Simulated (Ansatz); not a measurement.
The starting structures come from a database of crystals and need not be the phases stable at ambient conditions.

Inside the gap of an insulator the Bloch states are evanescent, with a wavenumber k + iκ along the transport direction.

Given:

```yaml
crystal:
  lattice:
    - [5.31736, 0.00000, 0.00000]
    - [-1.76525, 7.92585, 0.00000]
    - [1.77605, 3.96292, 3.06842]
  atoms:
    - { symbol: B, position: [0.96944, 0.98472, 0.69040] }
    - { symbol: B, position: [0.03056, 0.01528, 0.30960] }
    - { symbol: B, position: [0.65984, 0.67512, 0.30960] }
    - { symbol: B, position: [0.34016, 0.32488, 0.69040] }
    - { symbol: B, position: [0.65984, 0.98472, 0.00000] }
    - { symbol: B, position: [0.34016, 0.01528, 0.00000] }
    - { symbol: B, position: [0.90567, 0.17814, 0.00000] }
    - { symbol: B, position: [0.09433, 0.82186, 0.00000] }
    - { symbol: B, position: [0.35628, 0.17814, 0.54939] }
    - { symbol: B, position: [0.64372, 0.82186, 0.45061] }
    - { symbol: B, position: [0.90567, 0.72753, 0.45061] }
    - { symbol: B, position: [0.09433, 0.27247, 0.54939] }
    - { symbol: As, position: [0.79890, 0.39945, 0.00000] }
    - { symbol: As, position: [0.20110, 0.60055, 0.00000] }
```

Space group of this cell: R-3m. The cell is taken as given.

Transport runs along the normal of the first two printed cell vectors, the (110) plane of the conventional cell.

The gap is the functional's own, uncorrected, and κ follows it; spin-orbit coupling is left out. Mid-gap values are interpolated between the computed energies.

### Question
Estimate the band gap and the smallest decay constant κ at mid-gap that Ansatz (a program for electronic structure) with r2SCAN returns for this system.

### Answer
Gap 2.88 eV on a 10×10×10 mesh; κ = 0.250 1/Å, at (0.500, 0.500) of the in-plane reciprocal vectors. At the zone centre, at the nearest computed energy, the slowest state has κ = 0.30 1/Å.
